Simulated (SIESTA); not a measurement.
A self-consistent single point of Ti2InC (P6_3/mmc, 8 atoms in the cell) with SIESTA.

Level of theory: LDA PW92, numerical atomic orbitals DZP, PseudoDojo LDA standard norm-conserving potentials (rewritten from UPF to PSML) (SIESTA).

The change in words: lattice scaled by 0.98. Reference geometry:
```
Ti2InC
1.0
    3.10423     0.00000     0.00000
   -1.55212     2.68835     0.00000
    0.00000     0.00000    13.98921
Ti In C
4 2 2
Direct
  0.66667   0.33333   0.57876
  0.33333   0.66667   0.42124
  0.33333   0.66667   0.07876
  0.66667   0.33333   0.92124
  0.66667   0.33333   0.25000
  0.33333   0.66667   0.75000
  0.00000   0.00000   0.50000
  0.00000   0.00000   0.00000
```

Reference input (self-consistent single point, DFT, LDA PW92, numerical atomic orbitals DZP, PseudoDojo LDA standard norm-conserving potentials (rewritten from UPF to PSML)): XC.functional = LDA; XC.authors = PW92; potentials = PseudoDojo LDA standard; PAO.BasisSize = DZP; PAO.EnergyShift = 0.01 Ry; MeshCutoff = 350 Ry; kgrid.MonkhorstPack = 8 8 2; OccupationFunction = MP; OccupationMPOrder = 0; ElectronicTemperature = 1160.45 K; MaxSCFIterations = 150; SCF.Mixer.Method = Pulay. This run's input differs from it in these lines:

```diff
@@ -13,5 +13,5 @@
 %block LatticeVectors
-     3.104234000    0.000000000    0.000000000
-    -1.552117000    2.688346000    0.000000000
-     0.000000000    0.000000000   13.989205000
+     3.042149000    0.000000000    0.000000000
+    -1.521075000    2.634579000    0.000000000
+     0.000000000    0.000000000   13.709421000
 %endblock LatticeVectors
@@ -19,9 +19,9 @@
 %block AtomicCoordinatesAndAtomicSpecies
-     1.552118552    0.896114437    8.096392286  1
-    -0.000001552    1.792231563    5.892812714  1
-    -0.000001552    1.792231563    1.101789786  1
-     1.552118552    0.896114437   12.887415214  1
-     1.552118552    0.896114437    3.497301250  2
-    -0.000001552    1.792231563   10.491903750  2
-     0.000000000    0.000000000    6.994602500  3
+     1.521075854    0.878192122    7.934464498  1
+    -0.000001854    1.756386878    5.774956502  1
+    -0.000001854    1.756386878    1.079753998  1
+     1.521075854    0.878192122   12.629667002  1
+     1.521075854    0.878192122    3.427355250  2
+    -0.000001854    1.756386878   10.282065750  2
+     0.000000000    0.000000000    6.854710500  3
      0.000000000    0.000000000    0.000000000  3
```

Output, abridged:

```
        iscf     Eharris(eV)        E_KS(eV)     FreeEng(eV)     dDmax    Ef(eV) dHmax(eV)
   scf:    1   -10270.404461   -10369.552719   -10369.570220  1.467340 -5.086213 17.214664
   scf:    2   -10402.951393   -10392.694504   -10392.709956  0.187014 -5.350046  3.960986
   scf:    3   -10395.798311   -10394.647011   -10394.660135  0.113286 -5.616092  2.115024
   scf:    4   -10395.157245   -10394.956160   -10394.969187  0.056957 -5.749909  1.166967
   scf:    5   -10395.100589   -10395.048271   -10395.062018  0.064158 -5.828380  0.067673
   [... 3 lines left out ...]
   scf:    9   -10395.049769   -10395.049799   -10395.063446  0.000679 -5.840060  0.005574
   scf:   10   -10395.049809   -10395.049804   -10395.063447  0.000118 -5.839916  0.002619
   scf:   11   -10395.049806   -10395.049805   -10395.063447  0.000045 -5.840043  0.002003
   scf:   12   -10395.049814   -10395.049809   -10395.063448  0.000038 -5.840145  0.000821
SCF Convergence by DM+H criterion
max |DM_out - DM_in|         :     0.0000380568
max |H_out - H_in|      (eV) :     0.0008213131
SCF cycle converged after 12 iterations

Using DM_out to compute the final energy and forces

siesta: E_KS(eV) =           -10395.0498

siesta: E_KS - E_eggbox =    -10395.0498

siesta: Atomic forces (eV/Ang):
     1   -0.000023    0.000013    0.500154
     2    0.000023   -0.000013   -0.500166
     3    0.000023   -0.000013    0.500086
     4   -0.000023    0.000013   -0.500078
     5   -0.000007    0.000004   -0.000051
     6    0.000007   -0.000004    0.000048
     7    0.000000   -0.000000    0.000265
     8    0.000000   -0.000000   -0.000257
   Tot    0.000000   -0.000000   -0.000000
   Max    0.500166
   Res    0.204174    sqrt( Sum f_i^2 / 3N )
   Max    0.500166    constrained

   [... lines left out ...]
siesta: FreeEng =    -10395.063448
   [... lines left out ...]
siesta:    -0.042515   -0.000000   -0.000000
siesta:    -0.000000   -0.042514    0.000000
siesta:    -0.000000    0.000000   -0.035834

siesta: Cell volume =        109.878019 Ang**3

siesta: Pressure (static):
siesta:                Solid            Molecule  Units
siesta:           0.00043879          0.00059388  Ry/Bohr**3
siesta:           0.04028775          0.05452720  eV/Ang**3
siesta:          64.54808844         87.36219933  kBar
```

The run converged in 12 iterations. Against the reference run the free energy rises by 3.5 meV/atom, the pressure goes from -4.62 to 6.45 GPa and the largest force goes from 0.140 to 0.500 eV/Å.

The starting cell comes from a database of computed structures (which also holds hypothetical and non-ambient phases and stackings), without a prior relaxation at this level. Its lattice was rescaled by a random factor within 2.5 % of one. For this run, on top of that: lattice scaled by 0.98. Spin polarisation is off. Values carry the incompleteness of an atom-centred basis. With a pressure of about 6 GPa the cell is away from its equilibrium volume at this level.

Cost on one core of a shared machine: roughly 2 min.
